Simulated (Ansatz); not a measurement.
**CuI (Cmcm, No. 63, 4 atoms in the cell; start mp-1007922; a measured phase of this formula has another space group)**

All values below come from r²SCAN+rVV10 (Ansatz, a program for electronic structure, PAW).

Run with plane-wave cutoff 560 eV, 6×6×8 k mesh (along the axes of the cell as run), Fermi–Dirac smearing 0.01 eV, no spin polarisation, scalar-relativistic PAW data made under PBE.

Cell (relaxed at this level):

```
CuI
1.0
    3.51299    -3.59793     0.00000
    3.51299     3.59793     0.00000
    0.00000     0.00000     4.32005
Cu I
2 2
Direct
  0.41698   0.58302   0.75000
  0.58302   0.41698   0.25000
  0.77761   0.22239   0.75000
  0.22239   0.77761   0.25000
```

For CuI (Cmcm, No. 63, 4 atoms in the cell; start mp-1007922; a measured phase of this formula has another space group), the band gap comes out as 1.31 eV.

Spin–orbit coupling is not included; with these elements it can move the gap by several tenths of an eV or more.

Computed values are for the static lattice.

The result took roughly 70 core-seconds.

A start named mp-… is a Materials Project structure, which need not be a measured phase.
